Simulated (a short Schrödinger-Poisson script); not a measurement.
Symmetric double-gate stack, SiO2 on p-type GaN

Structure: symmetric double-gate stack, SiO2 on p-type GaN, at 300 K.

```
layer  material  thickness (nm)  Na (cm⁻³)
-----  --------  --------------  ---------
1          SiO2             1.4          -
2           GaN               5       2e17
3          SiO2             1.4          -
```

The device is made up for the run: typed textbook-type constants, with dimensions and the other settings drawn at random. SiO2: permittivity 3.9, conduction-band edge (eV) 3.2, gap (eV) 9, electron mass (mₑ) 0.5. GaN: permittivity 9.5, conduction-band edge (eV) 0, gap (eV) 3.43, Nv at 300 K (cm⁻³) 4.6e19.

Channel valleys (confinement mass, in-plane density-of-states mass, number): Γ 0.2, 0.2, 1. At the gates, both at one voltage, the conduction-band edge of layer 1 lies 3.34 eV − eVg above the Fermi level of the channel. Gaps are held at their typed values at every temperature. Mesh 0.03 nm at interfaces.

Solved with a short Schrödinger-Poisson script written for these runs: 1D Poisson equation in equilibrium, electrons quantum, Hartree (BenDaniel-Duke, 12 states a valley, the channel's in-plane mass for all, wave functions ending at the dielectric), parabolic valleys, classical holes, full ionisation, no traps, pinning or gate leakage.

```
Vg (V)  electrons (cm⁻²)  C (μF/cm²)  Γ E0 (meV)  Γ E1 (meV)
------  ----------------  ----------  ----------  ----------
-0.15             1.34e6     < 0.003       369.5       594.9
-0.05             6.42e7     < 0.003       269.5       494.9
0.05              3.05e9      0.0192       169.6       395.0
0.15             1.16e11       0.590        74.9       299.9
0.25             9.72e11        2.02        14.6       237.1
0.35             2.41e12        2.50       -18.6       199.6
0.45             4.03e12        2.66       -43.9       169.6
0.55             5.72e12        2.73       -66.4       142.3
0.65             7.43e12        2.77       -87.8       116.2
0.75             9.17e12        2.80      -108.6        90.7
0.85             1.09e13        2.85      -128.7        66.1
```

Subbands count from the Fermi level. The capacitance is that of both gates.

In real p-type GaN the Mg acceptor is only partly ionised, and so wide a gap doesn't supply an inversion layer without source and drain.
